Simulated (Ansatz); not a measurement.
## How the smallest direct gap on the k points sampled of In2S3 (Cc, No. 9, 10 atoms in the cell; start mp-673633; another space group than a measured phase of this formula) moves with the method

No measured value is used here.

```
level (code)        value (eV)
------------------  ----------
LDA (Ansatz)              0.93
PBEsol (Ansatz)           1.05
HSE06+SOC (Ansatz)        2.12
PBE0 (Ansatz)             2.78
```

Computed values are for a static lattice. Levels without +SOC have no spin–orbit coupling; where heavier elements are present it shifts gaps, mostly down, and can invert bands.  Values are at the PBEsol cell. Cutoffs and k meshes differ between the levels. Ansatz's density-functional and Hartree–Fock values are scalar-relativistic unless marked +SOC, with PAW data made under PBE.

A start named mp-… is a Materials Project structure, which need not be a measured phase.

Ansatz is a program for electronic structure.
